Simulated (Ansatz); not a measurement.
Base system: BeTe in the zinc blende structure (space group F-43m, No. 216; a = 5.5542 Å). Axes: x, y, z lie along the cube axes.

All numbers come from LDA in Ansatz (plane waves to 420 eV, PAW, spin-orbit coupling left out).

Modification: the cell is stretched by 3.00 % along z with no lateral relaxation, atoms relaxed at fixed cell.

**Question.** Predict the stress tensor and what it implies for the stiffness.

**Answer.** Stress of the strained cell less that of the base (GPa, compression positive):
```
  -1.14    0.00    0.00
   0.00   -1.14    0.00
   0.00    0.00   -3.06
```

Then −Δσ_ii/ε with ε = 0.0300 gives secant stiffness values (nonlinear terms included at this strain): C33 ≈ 102 GPa, C13 ≈ 38 GPa and C23 ≈ 38 GPa.

As a check, the harmonic strain energy −½ V₀ Δσ:ε is 6.1 meV/atom; the computed energy rise is 6.2 meV/atom.

No phonon test of stability was made.

Ansatz is a quantum-chemistry and plane-wave program.
